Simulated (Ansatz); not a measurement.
The parent structure is KTaO3 in the cubic perovskite structure (space group Pm-3m, No. 221; a = 3.9520 Å). Axes: x, y, z lie along the cube axes.

Method: DFT with LDA, PAW potentials and a 420 eV plane-wave cutoff in Ansatz (an electronic-structure program), scalar-relativistic without spin-orbit coupling.

The change: the cell is scaled by 0.9700 in all directions, atoms relaxed at fixed cell.

**Question.** Predict the stress tensor and what it implies for the stiffness.

**Answer.** Stress of the strained cell less that of the base (GPa, compression positive):
```
  24.37    0.00    0.00
   0.00   24.37    0.00
   0.00    0.00   24.37
```

Then B = −ΔP/(ΔV/V₀) with ΔV/V₀ = -0.0873 gives secant stiffness values (nonlinear terms included at this strain): B ≈ 279 GPa.

As a check, the harmonic strain energy −½ V₀ Δσ:ε is 85 meV/atom; the computed energy rise is 76 meV/atom.

Whether these cells are dynamically stable was not tested.
